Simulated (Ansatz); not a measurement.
**Hf: isotropic strain +3.51 %**

Start from Hf in the hcp (Mg type) structure (space group P6_3/mmc, No. 194; a = 3.198 Å, c = 5.049 Å; relaxed with 0.1 eV smearing).

One thing is altered: an isotropic linear strain of +3.51 %; the atoms relax in the strained cell.

The values are results of r2SCAN (Ansatz, an electronic-structure program; PAW; 500 eV plane waves; no spin-orbit coupling), earlier PAW set, not measurements. k-mesh 21×21×12 (Γ-centred); smearing 0.1 eV (Fermi–Dirac).

The volume per atom increases by 2.44 Å³, from 22.36 Å³ to 24.80 Å³ and the space group is still P6_3/mmc (No. 194). The shortest interatomic distance increases by 0.1098 Å to 3.237 Å and the energy increases by 79 meV/atom. The pressure (mean of the normal stresses, compression positive) goes from zero to -9.6 GPa and the band gap stays zero.

Stability against distortions was not tested. The final runs are not spin-polarised.
